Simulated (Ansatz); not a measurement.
Base system: ZnSe in the zinc blende structure (space group F-43m, No. 216).

```yaml
crystal:
  lattice:
    - [0.00000, 2.86650, 2.86650]
    - [2.86650, 0.00000, 2.86650]
    - [2.86650, 2.86650, 0.00000]
  atoms:
    - { symbol: Se, position: [0.75000, 0.75000, 0.75000] }
    - { symbol: Zn, position: [0.00000, 0.00000, 0.00000] }
```

Levels (all Ansatz, a first-principles code, PAW): PBE (420 eV, no spin-orbit coupling); r2SCAN (500 eV, no spin-orbit coupling).

The geometry is relaxed with PBE.

| Quantity | Value |
|---|---|
| PBE band gap | 1.15 eV |
| PBE pressure | -0.1 kbar |
| PBE electron mass | 0.090 mₑ (at Γ) |

### Question
How does going to r2SCAN change the band gap, pressure and electron mass?

### Answer
The band gap rises by 0.57 eV to 1.72 eV; the pressure drops by 21.4 kbar to -21.5 kbar; the electron mass goes from 0.090 mₑ (at Γ) to 0.12 mₑ (at Γ).

Single points use the geometry relaxed with PBE. Their cutoffs differ, which shifts pressures a little. Masses are band curvatures over ±0.01 Å⁻¹ around the edge. No phonon test of stability was made.
